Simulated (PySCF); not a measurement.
PySCF 2.14.0, CAM-B3LYP/def2-svp: Si(H)(Br)(OMe)2 (CO[SiH](Br)OC), 13 atoms. The geometry is a generated start, not checked to be a minimum at this level.

- task = energy and gradient
- method = cam-b3lyp
- basis = def2-svp
- mol.max_memory = 7000 MB
- mf.init_guess = minao (default)
- mf.DIIS = CDIIS (default)
- mf.diis_space = 8 (default)
- mf.conv_tol = 1e-09 (default)
- mf.grids.level = 3 (default)
- basis functions (reference run) = 141
- grid points (reference run) = 164664

```xyz
13

Si     0.0104     0.1373     0.3889
Br    -0.1203     2.3402     0.3828
O      1.2370    -0.3446    -0.5194
C      2.5883    -0.0526    -0.3620
O     -1.2265    -0.4969    -0.4007
C     -2.5849    -0.3741    -0.1259
H      0.0930    -0.2221     1.7955
H      3.1096    -0.3993    -1.2519
H      2.7485     1.0222    -0.2442
H      2.9889    -0.5665     0.5157
H     -2.8446    -0.9413     0.7722
H     -2.8656     0.6726     0.0242
H     -3.1340    -0.7748    -0.9753
```

The reference run uses exact four-centre integrals. Each setting ran once; only counts and results are compared.

Settings tried, all else as in the reference:
- density fitting
- density fitting, auxbasis = autoaux
- density fitting of J alone, exact K
- density fitting, auxbasis = def2-universal-jfit

**Question.** Sort the settings: which keep to the reference within 1.0 meV/atom in energy, 10 meV/Å in forces (largest component), and which don't?

**Answer.** Within it: density fitting, auxbasis = autoaux; density fitting; density fitting of J alone, exact K. Outside: density fitting, auxbasis = def2-universal-jfit.

```tsv
setting	energy against the reference	difference in forces (largest component)
density fitting, auxbasis = autoaux	+0.031 meV/atom	1.2 meV/Å
density fitting	−0.15 meV/atom	1.5 meV/Å
density fitting of J alone, exact K	−0.31 meV/atom	1.7 meV/Å
density fitting, auxbasis = def2-universal-jfit	+9200 meV/atom	880 meV/Å
```

Total energies are compared; such shifts often cancel in part in energy differences. def2-universal-jfit is made for Coulomb alone and misses functions that exchange needs. Also tried and not ranked: density fitting, auxbasis = def2-universal-jkfit (same energy as a listed run); COSX exchange (sgx_fit, pjs) with fitted J, mf.with_df.grids_level_i = 1, mf.with_df.grids_level_f = 1 (gradient came out as NaN); COSX exchange (sgx_fit, pjs) with fitted J, mf.with_df.grids_level_i = 1, mf.with_df.grids_level_f = 2 (default) (gradient came out as NaN); COSX exchange (sgx_fit, pjs) with fitted J, mf.with_df.grids_level_i = 1, mf.with_df.grids_level_f = 3 (gradient came out as NaN); COSX exchange (sgx_fit, pjs) with fitted J, mf.with_df.grids_level_i = 1, mf.with_df.grids_level_f = 4 (gradient came out as NaN). The tolerance is a choice made for this comparison.
